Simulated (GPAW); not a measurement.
A self-consistent single point of Sn₂Ir (Fm-3m, 3 atoms in the cell) with GPAW.

Computed with PBEsol, GPAW PAW datasets PBEsol (made by gpaw-setup) (plane waves; GPAW).

The change in words: lattice scaled by 0.98. Reference geometry:
```
CELL_PARAMETERS angstrom
      0.00000     3.18352     3.18352
      3.18352     0.00000     3.18352
      3.18352     3.18352     0.00000
ATOMIC_POSITIONS crystal
  Sn 0.75000 0.75000 0.75000
  Sn 0.25000 0.25000 0.25000
  Ir 0.00000 0.00000 0.00000
```

Reference input (self-consistent single point, DFT PBEsol, plane waves, GPAW PAW datasets PBEsol (made by gpaw-setup)): mode = pw; ecut = 600 eV; xc = PBEsol; kpts = 12 12 12; mesh shift (steps) = 0 0 0; occupations.name = fermi-dirac; occupations.width = 0.1 eV; nbands = -7; symmetry.symmorphic = false; symmetry.tolerance = 0.0005; maxiter = 150. This run's input differs from it in these lines:

```diff
@@ -5,7 +5,7 @@
 atoms = Atoms(['Sn', 'Sn', 'Ir'],
-              cell=[[0.000000, 3.183525, 3.183525],
-                    [3.183525, 0.000000, 3.183525],
-                    [3.183525, 3.183525, 0.000000]],
-              positions=[[4.775288, 4.775288, 4.775288],
-                         [1.591762, 1.591762, 1.591762],
+              cell=[[0.000000, 3.119854, 3.119854],
+                    [3.119854, 0.000000, 3.119854],
+                    [3.119854, 3.119854, 0.000000]],
+              positions=[[4.679781, 4.679781, 4.679781],
+                         [1.559927, 1.559927, 1.559927],
                          [0.000000, 0.000000, 0.000000]],
```

Output, abridged:

```
     iter     time        total  log10-change:
                         energy   eigst   dens
iter:   1 --:--:--   -20.813935
iter:   2 --:--:--   -20.629898   -0.96  -1.33
iter:   3 --:--:--   -20.212112   -1.33  -1.37
iter:   4 --:--:--   -20.250282   -1.68  -1.54
iter:   5 --:--:--   -20.234338   -1.45  -1.73
iter:   6 --:--:--   -20.139544   -2.18  -2.05
iter:   7 --:--:--   -20.156930   -2.46  -2.20
iter:   8 --:--:--   -20.127101   -2.34  -2.16
iter:   9 --:--:--   -20.131982   -3.41  -2.76
iter:  10 --:--:--   -20.122107c  -3.51  -2.62
iter:  11 --:--:--   -20.121438c  -3.92  -3.10
iter:  12 --:--:--   -20.121435c  -5.43  -3.89
iter:  13 --:--:--   -20.121419c  -6.33  -3.96
iter:  14 --:--:--   -20.121419c  -6.21  -3.96
iter:  15 --:--:--   -20.121421c  -7.06  -4.14c
iter:  16 --:--:--   -20.121422c  -6.97  -4.18c
iter:  17 --:--:--   -20.121426c  -7.17  -4.41c
iter:  18 --:--:--   -20.121427c  -8.11c -4.43c
Converged after 18 iterations.

Dipole moment: (0.000000, 0.000000, 0.000000) |e|*Ang

Energy contributions relative to reference atoms: (reference = -820219.688512)

Kinetic:        +29.318615
Potential:      -23.647991
External:        +0.000000
XC:             -25.392016
Entropy (-ST):   -0.040647
Local:           -0.379710
SIC:             +0.000000
--------------------------
Free energy:    -20.141750
Extrapolated:   -20.121427

Showing only first 2 kpts
 Kpt  Band  Eigenvalues  Occupancy
  0    19      7.85183    2.00000
  0    20     13.55372    0.00000
  0    21     13.55372    0.00000
  0    22     13.55373    0.00000

  1    19      8.33733    2.00000
  1    20     12.35934    0.00000
  1    21     12.35934    0.00000
  1    22     12.55537    0.00000

Fermi level: 9.81068

No gap
No difference between direct/indirect transitions
Energy (eV): -20.121427

Forces in eV/Ang:
  0 Sn    0.00000   -0.00000    0.00000
  1 Sn   -0.00000   -0.00000    0.00000
  2 Ir   -0.00000   -0.00000    0.00000

Stress tensor:
    -0.042334    -0.000000     0.000000
    -0.000000    -0.042334     0.000000
     0.000000     0.000000    -0.042334
Stress (GPa, Voigt): [-6.7826 -6.7826 -6.7826  0.      0.     -0.    ]
```

The run converged in 18 iterations. GPAW prints stress with tension positive. Against the reference run the free energy goes up by 18.3 meV/atom and the pressure goes from -1.67 to 6.78 GPa.

The starting cell comes from a database of computed structures (which also holds hypothetical and non-ambient phases and stackings), without a prior relaxation at this level. For this run, on top of that: lattice scaled by 0.98. Spin polarisation is off. With a pressure of about 7 GPa the cell is away from its equilibrium volume at this level.

Cost on one core of a shared machine: roughly 2 min.
